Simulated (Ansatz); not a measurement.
## InSe (P-6m2, No. 187; cell taken from a computed entry)

Method: LDA (PAW; Ansatz, an electronic-structure program).

Numerical settings: plane-wave cutoff 500 eV, 12×12×4 k mesh (along the axes of the cell as run), gaussian smearing 0.02 eV, scalar-relativistic PAW data made under PBE.

Cell (relaxed at this level):

```cif
data_In4Se4
_chemical_formula_sum 'In4 Se4'
_space_group_name_H-M_alt 'P-6m2'
_space_group_IT_number 187
_space_group_name_Hall 'P -6 2'
_cell_length_a 3.97309
_cell_length_b 3.97309
_cell_length_c 16.26460
_cell_angle_alpha 90.000
_cell_angle_beta 90.000
_cell_angle_gamma 120.000
loop_
_atom_site_label
_atom_site_type_symbol
_atom_site_symmetry_multiplicity
_atom_site_Wyckoff_symbol
_atom_site_fract_x
_atom_site_fract_y
_atom_site_fract_z
_atom_site_occupancy
In1 In 2 g 0.00000 0.00000 0.41571 1
In2 In 2 h 0.33333 0.66667 0.08429 1
Se1 Se 2 i 0.66667 0.33333 0.16223 1
Se2 Se 2 h 0.33333 0.66667 0.33784 1
```

| Quantity | Result |
|---|---|
| band gap | 0.18 eV (on the SCF k mesh) |

Note: the relaxation could not lower the start's symmetry, so the cell can be a saddle point above a distorted one.

Spin–orbit coupling is not included.

Static lattice: no zero-point or thermal effects.

Cost on a shared machine: roughly 6 core-minutes.
